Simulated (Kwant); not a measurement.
System: wire with an antidot in a In0.53Ga0.47As two-dimensional gas. Effective mass 0.041 mₑ, grid spacing 3.3 nm, hard walls, nominal width 80 nm (25 grid rows, so walls 85.8 nm apart), one parabolic valley, scattering region 240 nm long along x; energies count from the band bottom; Fermi energy 0.0381 eV. Hard-wall hole of radius 8.5 nm, 0 nm off the axis. Perpendicular field swept from 0 to 3.2 T, also in the leads; orbital effect alone.

The device is made up for the run: typed textbook-type constants, with dimensions and the other settings drawn at random.

Kwant, effective-mass tight-binding model on a square grid, one spin, coherent transport at 0 K. Conductance is in e²/h.

Sweep values stay those of the base run.

The effective mass was swept, all else fixed.

```csv
effective mass (mₑ),G (e²/h) at B = 0.7884 T,G (e²/h) at B = 3.200 T,G (e²/h) at B = 2.365 T,mean G (e²/h) over the sweep
0.025,2.24,1.98,1.66,2.03
0.033,3.80,2.29,3.09,3.28
0.041,3.95,2.99,3.93,3.72
0.053,4.04,3.30,3.97,3.91
```

From the first row to the last the G at B = 0.7884 T goes from 2.24 to 4.04. From the first row to the last the G at B = 3.200 T goes from 1.98 to 3.30.
